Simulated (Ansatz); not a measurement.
Given:

```yaml
crystal:
  lattice:
    - [0.00000, 3.22485, 3.12810]
    - [3.22485, 0.00000, 3.12810]
    - [3.22485, 3.22485, 0.00000]
  atoms:
    - { symbol: In, position: [0.00000, 0.00000, 0.00000] }
    - { symbol: Sb, position: [0.25000, 0.25000, 0.25000] }
```

No spin polarisation.

The values are results of DFT with LDA, PAW potentials and a 420 eV plane-wave cutoff in Ansatz (a quantum-chemistry and plane-wave program), no SOC, not measurements. Γ-centred 13×13×13 mesh, Fermi–Dirac width 0.05 eV.

What is the computed pressure (mean of the normal stresses, compression positive)?

1.5 GPa.

What is the computed space group?

I-4m2 (No. 119).

The cells carry an imposed strain or load. No phonon test of stability was made. The cell was made from InSb in the zinc blende structure (space group F-43m, No. 216) by this change: uniaxial strain ε_zz = −3.00 %.
